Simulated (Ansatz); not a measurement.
Na3SeBr (model structure, started from the Li3OCl type, Pm-3m, No. 221, 5 atoms in the cell)

Method: G0W0@PBEsol (Ansatz, a program for electronic structure, plane waves, hard PAW, contour deformation, complete-basis limit).

Numerical settings: largest k mesh 6×6×6 (not extrapolated in the mesh).

Cell (relaxed with PBEsol):

Space group Pm-3m (No. 221); a = b = c = 5.3880 Å, α = β = γ = 90.00°

| atom | site | symmetry | x | y | z |
|---|---|---|---|---|---|
| Na | 3c | 4/mm.m | 0.0000 | 0.5000 | 0.5000 |
| Br | 1a | m-3m | 0.0000 | 0.0000 | 0.0000 |
| Se | 1b | m-3m | 0.5000 | 0.5000 | 0.5000 |

For Na3SeBr (model structure, started from the Li3OCl type, Pm-3m, No. 221, 5 atoms in the cell), the band gap is 4.28 eV (direct).

Note: the relaxation could raise the start's symmetry but not lower it, so the cell can be a saddle point; the gap holds a correction of +0.25 eV to the complete basis.

Spin–orbit coupling is not included.

Computed values are for the static lattice.

A model structure was made by putting elements into a prototype or built by hand; it is no filed structure, need not be a known phase, and can be a saddle point held by its symmetry.
